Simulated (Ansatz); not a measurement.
An Ansatz (an electronic-structure program) run: Mo with a change (uniaxial strain ε_zz = −2.50 %); plane-wave PAW DFT at the r2SCAN level (Ansatz, 500 eV), no SOC.

Input:

Ansatz 0.2 input:
```yaml
crystal:
  lattice:
    - [-1.5754762784, 1.5754762784, 1.5360893715]
    - [1.5754762784, -1.5754762784, 1.5360893715]
    - [1.5754762784, 1.5754762784, -1.5360893715]
  atoms:
    - { symbol: Mo, position: [0, 0, 0] }
basis: { ecutwfc: 500, ecutrho_ratio: 4, xc_grid: 4, fft_grid_basis: typed }
kpoints: { mp_grid: { grid: [29, 29, 29] } }
hamiltonian:
  xc: r2scan
  dispersion: none
  pseudopotentials: { kind: paw }
scf: { occupations: { method: fermi_dirac, width: 0.1 }, convergence: { dr2_threshold: 0.0000000001 } }
relax: { f_tol: 0.005, max_steps: 50 }
output: { forces: true, stress: true }
checkpoint: { write: state.ck, write_every: 1000 }
```

Output:

```
Relaxation: its limit of steps is 50 (relax.max_steps)
WARN ansatz: RAYON_NUM_THREADS=1 ignored (pool sized by the plan → 1); use --threads N
Pseudopotentials: kind: paw
Pseudopotential: Mo, paw, valence charge 14
Functional definition: r2SCAN
Crystal: 1 atoms, lattice volume = 15.251 Å³
Basis set: ecut = 500 eV, 381 PW (Γ), exchange–correlation on 80×80×80 points (64 copies of the dense FFT grid, shifted against one another)
Bands: 11, of which v1, the nominal top of the filled ones, is band 7 counted from 1 (6 counted from 0)
Symmetry: 16 space group operations
Space group: I4/mmm (ITA 139), of the structure as read, at distance tolerance 2.5e-5 Å
k-points: 1800 of 24389
PAW frozen core: Mo, regenerated for the run's functional
Initial density: superposition of atomic densities (neutral atoms: chi_scale 0, normalization atom), corrected by the library's trained network
Initial wavefunctions: pseudopotential atomic-orbital guess
Eigensolver: davidson
Functional: x = r2scan, c = r2scan; τ floored in thin density (d = 2e-4 eV/Å³)
SCF iter   1: F=—  HF=-4967.590158 eV  |F-HF|=—  |Δ(HF+E_count)|=         —  Δρ=9.34e-3  dr2=1.01e-2  dr2_τ=1.99e-2  ethr=1.77e-3  ⟨swp⟩=5.1  Hψ=121429  notcnv=0
all-band conjugate gradients solve this SCF's bands
preconditioner: auto → none
SCF iter   2: F=—  HF=-4967.590140 eV  |F-HF|=—  |Δ(HF+E_count)|=   1.81e-5  Δρ=3.10e-3  dr2=2.82e-4  dr2_τ=4.04e-4  ethr=7.21e-5  ⟨swp⟩=2.6  Hψ=48004  notcnv=0
SCF iter   3: F=—  HF=-4967.590370 eV  |F-HF|=—  |Δ(HF+E_count)|=   2.30e-4  Δρ=1.36e-3  dr2=5.20e-5  dr2_τ=1.36e-5  ethr=2.01e-6  ⟨swp⟩=1.0  Hψ=20280  notcnv=0
SCF iter   4: F=—  HF=-4967.590427 eV  |F-HF|=—  |Δ(HF+E_count)|=   5.66e-5  Δρ=5.63e-5  dr2=1.72e-7  dr2_τ=4.74e-8  ethr=3.72e-7  ⟨swp⟩=3.0  Hψ=33104  notcnv=0
SCF iter   5: F=—  HF=-4967.590427 eV  |F-HF|=—  |Δ(HF+E_count)|=   7.80e-8  Δρ=8.99e-6  dr2=4.23e-9  dr2_τ=1.12e-9  ethr=1.23e-9  ⟨swp⟩=2.9  Hψ=34729  notcnv=0
SCF iter   6: F=—  HF=-4967.590427 eV  |F-HF|=—  |Δ(HF+E_count)|=   3.79e-9  Δρ=1.34e-6  dr2=1.46e-10  dr2_τ=6.54e-11  ethr=3.02e-11  ⟨swp⟩=2.5  Hψ=32080  notcnv=0
SCF iter   7: F=-4967.590427 eV  HF=-4967.590427 eV  |F-HF|=9.09e-13  |Δ(HF+E_count)|=    0.00e0  Δρ=1.83e-7  dr2=2.37e-12  dr2_τ=8.09e-13  ethr=1.00e-12  ⟨swp⟩=4.0  Hψ=63889  notcnv=0
SCF 1 converged in 7 iterations: F = -4967.590427 eV  dr2 = 2.37e-12
relax step   1: F+E_penalty+E_count = -4967.59042658 eV  Δ(F+E_penalty+E_count) = +0.000e0 eV  max|allowed force component| = 0.000e0 eV/Å  Δτ_max = 0.0000 Å  (7 SCF iters, accepted)
Crystal: 1 atoms, lattice volume = 15.251 Å³
Initial density: handed on by an earlier stage of this run
Initial wavefunctions: those handed on with the density
iter 1 solved again at ethr=1.00e-12 eV; its pass at ethr=3.10e-3 eV (dr2=2.38e-12 eV) is discarded
SCF iter   1: F=—  HF=-4967.590427 eV  |F-HF|=—  |Δ(HF+E_count)|=         —  Δρ=1.83e-7  dr2=2.37e-12  dr2_τ=8.10e-13  ethr=1.00e-12  ⟨swp⟩=1.4  Hψ=128332  notcnv=0
preconditioner: auto → none
SCF iter   2: F=-4967.590427 eV  HF=-4967.590427 eV  |F-HF|=1.82e-12  |Δ(HF+E_count)|=  2.73e-12  Δρ=7.19e-8  dr2=2.66e-13  dr2_τ=4.10e-14  ethr=1.00e-12  ⟨swp⟩=3.0  Hψ=51603  notcnv=0
SCF 2 converged in 2 iterations: F = -4967.590427 eV  dr2 = 2.66e-13
SCF converged after 2 iterations
Free energy (F): -4967.590427 eV
Harris-Foulkes:  -4967.590427 eV  (|F-HF|=1.82e-12)
Internal energy: -4967.570858 eV  (E = F + TS)
E sigma→0 (E₀):  -4967.580642 eV
Entropy (-TS):   -0.019569 eV (-19.569 meV/atom)
Fermi energy:    21.678505 eV
--- Per-component energies (eV) ---
  E_band       = -59.350411
  E_kinetic    = 441.100827
  E_local      = -763.600748  (includes V_loc(G=0)·N_el)
  E_nonlocal   = 142.363279
  E_hartree    = 252.668264
  E_xc         = -178.958254
  E_vxc        = -256.958161  (∫ρ·V_xc dr)
  E_paw        = -3217.288395  (= ΣΔE_a)
  E_vpaw       = -144.618085  (= ΣTr[D̂ρ^β])
  E_aug_tail   = 0.000003  (compensation charges beyond the density's cutoff)
  E_vtau       = 17.025947  (kinetic-family band-sum trace: ∫τ·v_τ [+ j·A + Jᵃ·Aᵃ] dr)
  E_ewald      = -1643.634632
  E_core_change = -0.221204  (= ΣΔE_core)
  E_smearing   = -0.019569  (= −TS)
  E_closure    = 0.000000  (closes the sum)
  Σ components = -4967.590427   (vs F -4967.590427, Δ=0.00e0)
  [band-id]    e_kinetic+e_local+e_nonlocal+2·e_hartree+e_vxc+e_vpaw+e_augmentation_tail+e_vtau = -59.350409   (vs E_band -59.350411, Δ=1.06e-6)
--- Forces (eV/Å), atoms counted from 1 ---
  atom   1  Mo    -0.00000000    -0.00000000     0.00000000
  max |Σ_I F_I| component: 6.11e-30 eV/Å
--- Stress (GPa, compression-positive) ---
        4.390109       0.000000       0.000000
        0.000000       4.390109      -0.000000
        0.000000       0.000000      13.270005
  P = ⅓ Tr σ = 7.3501 GPa (73.501 kbar)
  The stress holds the Pulay correction. Without it, at fixed plane waves, as pw.x and ABINIT print it: P = 7.2721 GPa
  The stress includes an estimate of the error left by incomplete SCF convergence (largest component 0.0000 GPa).
--- Band table ---
  band table: none
--- Relaxed structure (1 steps of the walk, 1 accepted, 0 SCFs on fresh bases) ---
  F+E_penalty+E_count = -4967.59042658 eV   max|allowed force component| = 0.000e0 eV/Å
  atoms:
    - { symbol: Mo, position: [0.0, 0.0, 0.0] }
```

Stability against distortions was not tested. All final runs are without spin polarisation. The cell was made from Mo in the bcc (W type) structure (space group Im-3m, No. 229) by this change: uniaxial strain ε_zz = −2.50 %.
